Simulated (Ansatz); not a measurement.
Start from BaZrO3 in the cubic perovskite structure (space group Pm-3m, No. 221; a = 4.227 Å).

All numbers come from PBE (Ansatz, a program for electronic structure; PAW; 420 eV plane waves; no spin-orbit coupling).

Before the change:

The density is 6.08 g/cm³ and the shortest interatomic distance is 211.4 pm. The electron mass is 0.36, 0.36, 2.8 mₑ (at Γ).

Now apply this change: a hydrostatic pressure of 7 GPa.

Question: Predict the new density, shortest interatomic distance and electron mass.

Answer: The density goes up by 0.26 g/cm³ (6.08 g/cm³ → 6.34 g/cm³); the shortest interatomic distance drops by 3.0 pm to 208.4 pm; the electron mass (degenerate bands, along [100]) becomes 0.35, 0.35, 2.7 mₑ (at Γ) (base: 0.36, 0.36, 2.8 mₑ (at Γ)).

The levels and masses belong to the bands next to the band gap. Load acts through the strain it causes; cell and atoms are relaxed under it. Effective masses come from finite differences of ±0.01 Å⁻¹. No phonon test of stability was made. Competing high-pressure phases were not computed.
